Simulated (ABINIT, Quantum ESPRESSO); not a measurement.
An ABINIT input for a self-consistent single point of WC (P-6m2, 2 atoms in the cell) (DFT, PBE, plane waves, PAW (JTH v2.0 PBE PAW)):

```
# WC, JTH v2.0 PBE PAW
pp_dirpath "./"
pseudos "W.GGA_PBE-JTH.xml, C.GGA_PBE-JTH.xml"
acell 5.4944709802 5.4944709802 5.3491305780
rprim
         1.0000000000   -0.0000000723    0.0000000000
        -0.4999999374    0.8660254399    0.0000000000
         0.0000000000    0.0000000000    1.0000000000
natom 2
ntypat 2
znucl 74 6
typat 1 2
xred
         0.0000000000    0.0000000000    0.0000000000
         0.6666666667    0.3333333333    0.5000000000
ecut 21
pawecutdg 42
pawxcdev 0
occopt 3
tsmear 0.136 eV
nband 14
kptopt 1
ngkpt 13 13 12
nshiftk 1
shiftk 0 0 0
nstep 60
toldfe 1.0e-09
prtwf 0
prtden 0
enunit 2
```

Give the Quantum ESPRESSO input for the same structure, mesh, smearing and functional.

This is the input that was run; spellings and numerical settings could be chosen otherwise.

```fortran
&CONTROL
  calculation = 'scf',
  prefix = 'wc',
  outdir = './tmp',
  pseudo_dir = './',
  tprnfor = .true.,
  tstress = .true.,
/
&SYSTEM
  ibrav = 4,
  celldm(1) = 5.494470980,
  celldm(3) = 0.97354788064,
  nat = 2,
  ntyp = 2,
  ecutwfc = 85,
  occupations = 'smearing',
  smearing = 'fermi-dirac',
  degauss = 0.0099958,
/
&ELECTRONS
  conv_thr = 1.0d-10,
  mixing_beta = 0.4,
/
ATOMIC_SPECIES
W    183.8400  W.upf
C     12.0110  C.upf
ATOMIC_POSITIONS {angstrom}
W     0.000000000    0.000000000    0.000000000
C     1.453774414    0.839337049    1.415319000
K_POINTS {automatic}
13 13 12  0 0 0
```

Basis settings and potentials, where a program has them, do not carry over. This input uses DFT, PBE, plane waves, PseudoDojo standard norm-conserving (PBE) pseudopotentials. Both were run: pressure 6.74 GPa in ABINIT and 6.49 in Quantum ESPRESSO.

On Quantum ESPRESSO: the starting cell comes from a database of computed structures (which also holds hypothetical and non-ambient phases and stackings), without a prior relaxation at this level. Its lattice was rescaled by a random factor within 2.5 % of one. Spin polarisation is off. With a pressure of about 6 GPa the cell is away from its equilibrium volume at this level.

On ABINIT: the starting cell comes from a database of computed structures (which also holds hypothetical and non-ambient phases and stackings), without a prior relaxation at this level. Its lattice was rescaled by a random factor within 2.5 % of one. Spin polarisation is off. With a pressure of about 7 GPa the cell is away from its equilibrium volume at this level.
